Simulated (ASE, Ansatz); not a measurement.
One thermal frame of composition Li9Si7, cell Li36Si28, first heated far above this temperature, then brought to it, at a temperature that wasn't checked against the liquidus, so perhaps supercooled [in the CHGNet run: it was liquid; mean temperature 796 K (target 810 K); density 1.48 g/cm³, volume +7 % from the start cell's], 810 K, computed in Ansatz (plane waves, PAW) at several levels on the same positions and k-sampling (one point, (1/4, 1/4, 1/4)); no spin polarisation or spin-orbit coupling.

The frame comes from MD with CHGNet (ASE). The base level is PBE (cutoff 420 eV), whose static pressure on this k-sampling is 0.0 GPa. On the run's last frame a denser k-mesh moved the forces by 0.055 eV/Å rms, the static pressure by -0.07 GPa and the free energy by -2 meV/atom, which is about how far such values are converged. CHGNet's forces on these frames are only 0.75 times the DFT ones, so the atoms are displaced more than DFT's own dynamics would at this temperature. That check is the base level's. Differences between levels on one k-sampling err less than the absolute values. Cutoffs of the other levels: 500 eV for r2SCAN, the files' default (420 eV for most) otherwise. Volume per atom 18.19 Å³.

| level | static pressure less the base's (GPa) | rms force change from the base (eV/Å) | cost |
|---|---|---|---|
| PBE | 0 | 0 | (base) |
| r2SCAN | -0.2 | 0.07 | roughly 60 core-seconds |

Ansatz is a first-principles code.
